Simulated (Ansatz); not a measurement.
Consider InSb in the wurtzite structure (space group P6_3mc, No. 186; a = 4.6239 Å, c = 7.6140 Å; a cell from a computed database, its experimental status unchecked). Axes: x lies along a and z along c of the hexagonal cell.

Level of theory: r2SCAN in Ansatz (plane waves to 500 eV, PAW, no SOC), earlier PAW set.

Before the change:

```
Property                         Value
-----------------------------  -------
Shortest interatomic distance  2.837 Å
Pressure                       0.0 GPa
```

The change: biaxial strain −4.20 %, plane normal [001], relaxed out of plane (Cartesian); in-plane vectors clamped, the third vector and the atoms free.

Question: Estimate the effect on the shortest interatomic distance and pressure.

Answer: The shortest interatomic distance shrinks by 0.065 Å (2.837 Å → 2.772 Å); the pressure (mean of the normal stresses, compression positive) goes from zero to 3.1 GPa.

Stability against distortions was not tested. The base started in Cmc2_1 and relaxed to P6_3mc at this level. All final runs are without spin polarisation. Gaps under 0.05 eV, about the width of the smearing, are given as zero. This is not the structure that InSb has at room temperature and ambient pressure.

Ansatz is an electronic-structure program.
